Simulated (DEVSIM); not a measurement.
Structure: illuminated Si n-on-p cell, one wavelength, at 300 K.

Layer 1 from the left is Si, thickness (μm) 0.600, Nd (cm⁻³) 3.1e18, τn (s) 1e-6, τp (s) 9.8e-7, absorption coefficient (cm⁻¹) 630. Layer 2 from the left is Si, thickness (μm) 79.0, Na (cm⁻³) 2.1e17, τn (s) 1.2e-6, τp (s) 1.2e-6, absorption coefficient (cm⁻¹) 630.

Left contact: ohmic, minority hole recombination velocity 2e6 cm/s. Right contact: ohmic, minority electron recombination velocity 100 cm/s. Voltage is applied to the left contact. Recombination: SRH at mid-gap, radiative, Auger. Gap narrowing is on: ΔEg = 6.92 meV × (l + √(l² + 0.5)), l = ln(N/1.3e17 cm⁻³), shared equally by both band edges. Light enters at the left, 4e16 photons cm⁻² s⁻¹, one pass, no reflection. Mobility is constant in doping.

This is a model device: material constants are rounded textbook-type values typed into the input, and sizes, dopings and lifetimes were drawn at random. Values at 300 K.

Si: gap (eV) 1.124, affinity (eV) 4.05, permittivity 11.7, Nc (cm⁻³) 2.86e19, Nv (cm⁻³) 3.1e19, μn (cm²/Vs) 1417, μp (cm²/Vs) 470, B (cm³/s) 4.7e-15, Cn (cm⁶/s) 2.8e-31, Cp (cm⁶/s) 9.9e-32.

DEVSIM, 1D drift-diffusion, Boltzmann statistics, complete ionisation; no tunnelling, impact ionisation, image-force lowering or self-heating.

Dark forward current:

| |V| (V) | |J| (A/cm²) |
|---|---|
| 0.05 | 8.595e-10 |
| 0.10 | 3.199e-9 |
| 0.15 | 1.068e-8 |
| 0.20 | 3.922e-8 |
| 0.25 | 1.732e-7 |
| 0.30 | 9.259e-7 |
| 0.35 | 5.651e-6 |
| 0.40 | 3.700e-5 |
| 0.45 | 0.0002501 |
| 0.50 | 0.001713 |
| 0.55 | 0.01180 |
| 0.60 | 0.08133 |
| 0.65 | 0.5570 |
| 0.70 | 3.641 |
| 0.75 | 19.13 |
| 0.80 | 63.38 |
| 0.85 | 144.0 |
| 0.90 | 281.5 |
| 0.95 | 546.5 |
| 1.00 | 1054 |
| 1.05 | 1849 |
| 1.10 | 2883 |

Problem. Work out the local ideality factor n = ΔV / (kT/q · ln(J2/J1)) between the rows 0.15 and 0.20 V, 0.55 and 0.60 V, 1.05 and 1.10 V.

Solution. kT/q = 25.85 mV. From 0.15 to 0.20 V: ln(3.922e-8/1.068e-8) = 1.301, n = 1.49. From 0.55 to 0.60 V: ln(0.08133/0.01180) = 1.930, n = 1.00, near the 1 of diffusion or emission over a barrier. From 1.05 to 1.10 V: ln(2883/1849) = 0.444, n = 4.35.

Problem. What current could the absorbed light give at most, and what share is collected?

Solution. Σ αd = 5.01, so qΦ(1 − exp(−Σ αd)) = 6.37 mA/cm². The simulated short-circuit current is 5.342 mA/cm², a share of 0.84.

Problem. Estimate the open-circuit voltage by superposition: the voltage at which the dark current equals that short-circuit current.

Solution. Interpolating ln J in the table gives 0.529 V. The simulation gives 0.529 V, the same within the digits that matter. Superposition holds where collection doesn't change with voltage.

Problem. Estimate the fill factor from FF0 = (v − ln(v + 0.72))/(v + 1), v = qVoc/(nkT), with n from the dark curve.

Solution. The rows about Voc, 0.50 and 0.55 V, give n = 1.00, so v = 20.4 and FF0 = 0.811. The simulation gives 0.812, the same within the digits that matter.
